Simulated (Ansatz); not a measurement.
## Hypothetical diamond Cu: pressure series

The parent structure is Cu in the diamond structure (space group Fd-3m, No. 227; a = 5.231 Å; a hypothetical phase, not in the database extracts checked).

Cell and atoms are relaxed at each pressure.

The values are results of DFT with PBEsol, PAW potentials and a 420 eV plane-wave cutoff in Ansatz (an electronic-structure program), scalar-relativistic without spin-orbit coupling, not measurements.

Notes on the quantities. enthalpy: H = E + PV relative to the base's energy.

| case | density | enthalpy | shortest interatomic distance |
|---|---|---|---|
| base | 5.90 g/cm³ | – | 2.265 Å |
| pressure −2 GPa | 5.71 g/cm³ | -0.23 eV/atom | 2.289 Å |
| pressure −1 GPa | 5.81 g/cm³ | -0.11 eV/atom | 2.276 Å |
| pressure 0.3 GPa | 5.92 g/cm³ | +0.03 eV/atom | 2.262 Å |
| pressure 0.7 GPa | 5.96 g/cm³ | +0.08 eV/atom | 2.257 Å |
| pressure 1.5 GPa | 6.02 g/cm³ | +0.17 eV/atom | 2.249 Å |
| pressure 3 GPa | 6.14 g/cm³ | +0.33 eV/atom | 2.235 Å |
| pressure 5 GPa | 6.28 g/cm³ | +0.54 eV/atom | 2.218 Å |
| pressure 7.5 GPa | 6.44 g/cm³ | +0.80 eV/atom | 2.199 Å |
| pressure 10 GPa | 6.59 g/cm³ | +1.05 eV/atom | 2.182 Å |

Load acts through the strain it causes; cell and atoms are relaxed under it. No phonon test of stability was made. Competing high-pressure phases were not computed. All final runs are without spin polarisation.
